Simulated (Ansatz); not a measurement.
## Several settings converged on a (001) slab of Bi (cut from a parent of space group no. 166; 6 atoms in the cell)

```xyz
6
Lattice="4.5273 0.0000 0.0000 -2.2636 3.9207 0.0000 0.0000 0.0000 23.4563" Properties=species:S:1:pos:R:3 pbc="T T T"
Bi     0.0000     0.0000     8.5892
Bi     2.2636     1.3069     7.0000
Bi     2.2636     1.3069    12.5227
Bi     0.0000     2.6138    10.9336
Bi     0.0000     2.6138    16.4563
Bi     0.0000     0.0000    14.8671
```

Base method: PBEsol, default PAW files made with PBE (plane waves; Ansatz, a program for electronic structure).

Base settings: basis.ecutwfc = 420 eV; kpoints.mp_grid.grid = 7 7 1; hamiltonian.xc = pbesol; hamiltonian.pseudopotentials = {kind: paw} (the program's default PAW files); scf.occupations.method = gaussian; scf.occupations.width = 0.1 eV.

The count of work is k-points × plane waves × bands × iterations; it is no time. 

**The k-point mesh**

Only quantities that move along the ladder and can be compared are tabulated.

| kpoints.mp_grid.grid | free energy less the last step's (meV/atom) | largest difference of a force vector from the last step's (eV/Å) | count of work / last |
|---|---|---|---|
| 2 2 1 | 255.53 | 0.770 | 0.048 |
| 3 3 1 | 15.05 | 0.411 | 0.058 |
| 4 4 1 | -14.13 | 0.213 | 0.077 |
| 5 5 1 | -8.06 | 0.148 | 0.084 |
| 6 6 1 | -4.45 | 0.077 | 0.12 |
| 7 7 1 | -2.82 | 0.039 | 0.13 |
| 8 8 1 | -1.78 | 0.026 | 0.17 |
| 10 10 1 | -0.22 | 0.005 | 0.24 |
| 12 12 1 | 0.57 | 0.006 | 0.37 |
| 13 13 1 | 0.63 | 0.005 | 0.35 |
| 16 16 1 | 0.21 | 0.003 | 0.50 |
| 18 18 1 | 0.02 | 0.004 | 0.62 |
| 22 22 1 | 0.00 | 0.000 | 1.0 |

Coarsest kpoints.mp_grid.grid that holds the forces within 0.01 eV/Å of the last step, with all finer ones: 10 10 1, at 0.24 of the last step's count of work; the step before is off by 0.026 eV/Å.

Coarsest kpoints.mp_grid.grid that holds the free energy within 2 meV/atom of the last step, with all finer ones: 8 8 1, at 0.17 of the last step's count of work; the step before is off by 2.8 meV/atom.

**The depth of the slab**

Surface energy = (E_slab − N e_bulk)/2A, with e_bulk from the bulk crystal on its finest mesh (489 k-points); errors per atom of slab and bulk, whose meshes differ, grow with N.

The mesh stays at the base's, so the ladder's end is converged at best in this setting alone.

Only quantities that move along the ladder and can be compared are tabulated.

```csv
atoms,unrelaxed surface energy (J/m²),count of work / last
6,0.259,0.13
12,0.241,0.50
18,0.209,1.0
```

Smallest size that holds the unrelaxed surface energy within 0.02 J/m²: not settled: the last two steps still differ by 0.032 J/m², over half the tolerance, so the ladder does not show it.

On the base run: the starting cell has typed, rounded lattice constants, without a prior relaxation at this level. The slab is cut from that crystal, and its faces are unrelaxed. Its lattice was rescaled by up to half a per cent.

Keys are those of Ansatz 0.2.
